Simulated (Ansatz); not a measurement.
SiC (model structure, started from the BN type, Pm-3n, No. 223, 12 atoms in the cell), treated with r²SCAN+rVV10 (plane waves, PAW; Ansatz, an electronic-structure program).

Run with plane-wave cutoff 560 eV, 6×6×6 k mesh, Fermi–Dirac smearing 0.01 eV, scalar-relativistic PAW data made under PBE.

Cell (relaxed at this level):

CSi has the cubic space group Pm-3n (No. 223), Pearson symbol cP12. Cell: a = 5.3168 Å, b = 5.3168 Å, c = 5.3168 Å, α = 90.00°, β = 90.00°, γ = 90.00°. Si on 6c has 4 C at 1.880 Å and 2 Si at 2.658 Å. C on 6d has 4 Si at 1.880 Å. (Neighbours: up to the widest gap in distance over summed covalent radii, below 1.35, at either atom.)

Question: Estimate the band gap, smallest direct gap on the k points sampled and Γ–Γ gap that the calculation returns.

Answer: 
band gap: 2.01 eV (indirect)
smallest direct gap on the k points sampled: 2.19 eV
Γ–Γ gap: 3.24 eV

Note: the relaxation could raise the start's symmetry but not lower it, so the cell can be a saddle point.

The computed numbers hold no vibrational or temperature effects.

A model structure was made by putting elements into a prototype or built by hand; it is no filed structure, need not be a known phase, and can be a saddle point held by its symmetry.
